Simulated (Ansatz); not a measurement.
Functionals compared on the (100) surface of tetragonal BaTiO3 in its 1x1 cell (cut with top plane Ba + O, bottom plane 2 O + Ti), relaxed from an ideal cut (the real face may reconstruct), with unlike faces, outermost plane spacing 1.99 Å in the ideal cut, in Ansatz (plane waves, PAW). The structure was relaxed with PBE; the other rows are single points on it, each with its references at the same level. Cutoff 420 eV. The surface energy is the mean of two unlike faces. HSE06 used the coarser mesh 4x4x1.

Slab: 20 atoms, Ba4O12Ti4, 14.0 Å thick at the start; k 7x6x1, smearing 0.025 eV, dipole-corrected; all atoms relaxed; held to the start's symmetry, so lower structures may exist; no spin, no spin-orbit, no U. These notes are the PBE run's.

```json
[
 {"functional": "PBE", "surface energy (J/m²)": "0.91", "rough cost of the single point": "–"},
 {"functional": "LDA", "surface energy (J/m²)": "1.26", "rough cost of the single point": "around 2.2 core-minutes (rough)"},
 {"functional": "PBEsol", "surface energy (J/m²)": "1.08", "rough cost of the single point": "roughly 2.2 core-minutes"},
 {"functional": "RPBE", "surface energy (J/m²)": "0.71", "rough cost of the single point": "roughly 2.2 core-minutes"},
 {"functional": "HSE06", "surface energy (J/m²)": "(withheld)", "rough cost of the single point": "about 23 core-minutes (a rough figure)"}
]
```

**Question.** Complete the blanks.

**Answer.** 
- HSE06, surface energy (J/m²): 1.02

Ansatz is a program for electronic structure.
